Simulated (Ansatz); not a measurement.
This concerns the energy of the reaction as written. Reaction: cell B → cell A. The sign is products less reactants.

Cell A: a sheet of composition Te2, 2 atoms, hexagonal cell of 5.13 Å (22.8 Å²), symmetry P6/mmm, 0.0 Å thick under 16 Å of vacuum, in-plane vectors relaxed; planes from bottom to top: Te2, all atoms in one plane; a model cell; partly filled levels (a metallic host or states in the gap) with PBE; spin state with PBE: run without spin, k-point mesh 12×12×1.
```xyz
2
Lattice="5.1264 0.0000 0.0000 -2.5632 4.4396 0.0000 0.0000 0.0000 16.0000" Properties=species:S:1:pos:R:3 pbc="T T T"
Te     0.0000     2.9597     8.0000
Te     2.5632     1.4799     8.0000
```

Cell B: a sheet of composition Te2, 2 atoms, hexagonal cell of 4.97 Å (21.4 Å²), symmetry P-3m1, 0.7 Å thick under 17 Å of vacuum, in-plane vectors relaxed; planes from bottom to top: Te × 2; a model cell; partly filled levels (a metallic host or states in the gap) with PBE; spin state with PBE: run without spin, k-point mesh 12×12×1.
```
CELL_PARAMETERS angstrom
      4.96727     0.00000     0.00000
     -2.48363     4.30178     0.00000
      0.00000     0.00000    17.40000
ATOMIC_POSITIONS crystal
  Te 0.33333 0.66667 0.52142
  Te 0.66667 0.33333 0.47858
```

Computed with Ansatz (plane waves, PAW), its PAW set soft_1, cutoff 420 eV, 500 eV for r2SCAN. The structures are at rest with PBE; other levels are single points on them. Neutral cells; Fermi-Dirac smearing of at most 0.05 eV in the solids, energies taken to zero width. The lattices are those relaxed with PBE, so at other levels the solids can be strained, which adds to the spread. A dispersion term (D3(BJ), or D4 for r2SCAN) was computed beside these levels and is taken off wherever the name lacks it. No zero-point or thermal terms. Spin-orbit coupling is left out. The cells' k-point meshes differ in density, so the last digit is unsettled. Cell A has symmetry P6/mmm and got no random move, so less symmetric positions, which may lie lower, weren't tried. Cell B has symmetry P-3m1 and got no random move, so less symmetric positions, which may lie lower, weren't tried.

Task: Predict the value from PBE.

Result: 0.37 eV, for cell B → cell A.

Task: List the value at the remaining levels and say how far they part.

Result: 
```
Level   value (eV)  less PBE
------  ----------  --------
r2SCAN        0.38      0.01
```

The levels span only 0.01 eV, too little to tell them apart.

Ansatz is an electronic-structure program.
